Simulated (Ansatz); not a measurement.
A computed series for HfCdO3: response to strain

The parent structure is HfCdO3 in the cubic perovskite structure (space group Pm-3m, No. 221; a = 4.071 Å; a model cell, its experimental status unchecked). Axes: x, y, z lie along the cube axes.

Strains are applied to the cell and any free atomic positions relax; under biaxial strain the out-of-plane vector relaxes too.

The values are results of Kohn–Sham DFT with the r2SCAN functional, run in Ansatz (a program for electronic structure) with PAW and 500 eV plane waves, no SOC, not measurements.

Notes on the quantities. pressure: mean of the normal stresses, compression positive; energy relative to the base: free energy F.

```csv
case,pressure,space group,energy relative to the base,shortest interatomic distance
base,0.0 GPa,Pm-3m (No. 221),0 meV/atom,2.036 Å
"biaxial strain −1.98 %, plane normal [110], relaxed out of plane",4.1 GPa,Cmmm (No. 65),+10 meV/atom,1.995 Å
isotropic strain −1.32 %,7.9 GPa,Pm-3m (No. 221),+13 meV/atom,2.009 Å
isotropic strain +3.79 %,-15.9 GPa,Pm-3m (No. 221),+87 meV/atom,2.113 Å
uniaxial strain ε_xx = +4.16 %,-6.3 GPa,P4/mmm (No. 123),+23 meV/atom,2.036 Å
uniaxial strain ε_zz = −2.37 %,4.8 GPa,P4/mmm (No. 123),+9.4 meV/atom,1.987 Å
uniaxial strain ε_zz = +0.78 %,-1.4 GPa,P4/mmm (No. 123),+0.9 meV/atom,2.036 Å
uniaxial strain ε_zz = +5.81 %,-8.2 GPa,P4/mmm (No. 123),+42 meV/atom,2.036 Å
```

The mesh was chosen for an insulator and is coarse for the gapless case. Stability against distortions was not tested. The final runs are not spin-polarised. Many cubic perovskites are stable only at high temperature; tilts and polar distortions were not tested.
